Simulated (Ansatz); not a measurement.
Here is the system:

```yaml
crystal:
  lattice:
    - [0.00000, 3.02989, 3.02989]
    - [3.02989, 0.00000, 3.02989]
    - [3.02989, 3.02989, 0.00000]
  atoms:
    - { symbol: In, position: [0.00000, 0.00000, 0.00000] }
    - { symbol: As, position: [0.25000, 0.25000, 0.25000] }
```

Method: PBE with spin-orbit coupling, rigid bands (plane waves, PAW; Ansatz, a program for electronic structure). Condition of this run: hydrostatic pressure of 0.8 GPa (compression positive) (the target of the relaxation). Cell: cell and atoms relaxed with PBEsol, then loaded as said.

Problem. Is this a good metal at this level?

Solution. No. No gap shows, but r2SCAN opens one on the same cell, so the missing gap may be the functional's error (that test had no spin-orbit coupling). N(E_F) = 0.0030 states/eV a cell at 300 K and the Drude plasma energy along the best axis is 0.163 eV, several times under that of a simple or noble metal.
